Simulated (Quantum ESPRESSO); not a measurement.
## Parameter sweep on La (P6_3/mmc, 4 atoms in the cell)

```
CELL_PARAMETERS angstrom
      3.76974     0.00000     0.00000
     -1.88487     3.26469     0.00000
      0.00000     0.00000    11.95697
ATOMIC_POSITIONS crystal
  La 0.00000 0.00000 0.00000
  La 0.00000 0.00000 0.50000
  La 0.33333 0.66667 0.25000
  La 0.66667 0.33333 0.75000
```

Base run A: PBE, GBRV 1.5 ultrasoft (PBE) pseudopotentials in Quantum ESPRESSO, self-consistent single point.

Its settings: ecutwfc = 40 Ry; ecutrho = 200 Ry; occupations = smearing; smearing = marzari-vanderbilt; degauss = 0.019992 Ry; potentials = {La: la_pbe_v1.uspp.F.UPF}; K_POINTS = automatic 8 8 2 1 1 1; conv_thr = 1e-10 Ry; mixing_beta = 0.3.

The starting cell comes from a database of computed structures (which also holds hypothetical and non-ambient phases and stackings), without a prior relaxation at this level. Its lattice was rescaled by a random factor within 2.5 % of one.

ΔF is the free energy per atom less that of run A. 

Run A gave: pressure (GPa) 0.45; iterations 17.

Runs:
- B: diagonalization: default → cg
- C: diagonalization: default → paro
- D: diagonalization: default → rmm-davidson
- E: diagonalization: default → rmm-paro
- F: diago_david_ndim: default → 3
- G: diago_david_ndim: default → 4
- H: diago_full_acc: default → true

**Question.** Which runs reach the base run's state, and which is quickest in iterations?

**Answer.** Runs B, C, D, E, F, G, H gave the same state as A (within 1 meV/atom). The fewest iterations to that state were 11 (C); the most were 31.

```json
[
 {"run": "A", "ΔF (meV/atom)": "0.00", "pressure (GPa)": "0.45", "iterations": "17"},
 {"run": "B", "ΔF (meV/atom)": "0.00", "pressure (GPa)": "0.45", "iterations": "19"},
 {"run": "C", "ΔF (meV/atom)": "0.00", "pressure (GPa)": "0.45", "iterations": "11"},
 {"run": "D", "ΔF (meV/atom)": "0.00", "pressure (GPa)": "0.45", "iterations": "21"},
 {"run": "E", "ΔF (meV/atom)": "0.00", "pressure (GPa)": "0.45", "iterations": "31"},
 {"run": "F", "ΔF (meV/atom)": "0.00", "pressure (GPa)": "0.45", "iterations": "12"},
 {"run": "G", "ΔF (meV/atom)": "0.00", "pressure (GPa)": "0.45", "iterations": "12"},
 {"run": "H", "ΔF (meV/atom)": "0.00", "pressure (GPa)": "0.45", "iterations": "17"}
]
```
